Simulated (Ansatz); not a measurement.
# Antifluorite Be2C

Calculation: G0W0@HSE06 in Ansatz (hard PAW, contour deformation, complete-basis limit).

Run with largest k mesh 12×12×12 (not extrapolated in the mesh).

Cell: measured lattice: a = 4.340 Å, b = 4.340 Å, c = 4.340 Å, α = 90.00°, β = 90.00°, γ = 90.00°.

- band gap = 2.41 eV (indirect)

Note: GW on a hybrid start was not checked against another program; cell and atoms aren't relaxed at this level; the gap holds a correction of +0.29 eV to the complete basis.

Static lattice: no zero-point or thermal effects.

Ansatz is an electronic-structure program.
